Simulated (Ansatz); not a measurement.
An Ansatz (a program for electronic structure) input (Ansatz r2SCAN, scalar-relativistic without spin-orbit coupling):

Ansatz 0.2 input:
```yaml
crystal:
  lattice:
    - [6.0844040424, 0, 0]
    - [0, 6.0844040424, 0]
    - [0, 0, 3.4188824228]
  atoms:
    - { symbol: W, position: [0.5, 0.5, 0.5] }
    - { symbol: W, position: [0, 0, 0] }
    - { symbol: Se, position: [0.7873511571, 0.7873511571, 0.5] }
    - { symbol: Se, position: [0.2873511571, 0.7126488429, 0] }
    - { symbol: Se, position: [0.7126488429, 0.2873511571, 0] }
    - { symbol: Se, position: [0.2126488429, 0.2126488429, 0.5] }
basis: { ecutwfc: 500, ecutrho_ratio: 4, xc_grid: 4, fft_grid_basis: typed }
kpoints: { mp_grid: { grid: [8, 8, 14] } }
hamiltonian:
  xc: r2scan
  dispersion: none
  pseudopotentials: { kind: paw }
scf: { occupations: { method: fermi_dirac, width: 0.05 } }
relax: { f_tol: 0.005, max_steps: 50, cell: { stress_tol: 0.01, fix: [a, b, gamma] } }
output: { forces: true, stress: true }
checkpoint: { write: state.ck, write_every: 1000 }
```

Which symmetry and how many k-points will the program report, and about how many plane waves at Γ?

Space group P42/mnm (ITA 136) with 16 operations, k-points 120 of 896, and 3197 plane waves at Γ.

And the final pressure?

1.46 GPa (compression positive).

The cells carry an imposed strain or load. No phonon test of stability was made. The final runs are not spin-polarised. The cell was made from WSe$_{2}$ in the rutile structure (space group P4_2/mnm, No. 136; a hypothetical phase, not in the database extracts checked) by this change: biaxial strain −0.98 %, plane normal [001], relaxed out of plane. WSe2 has a high density of states at the Fermi level and may be magnetic at this level.
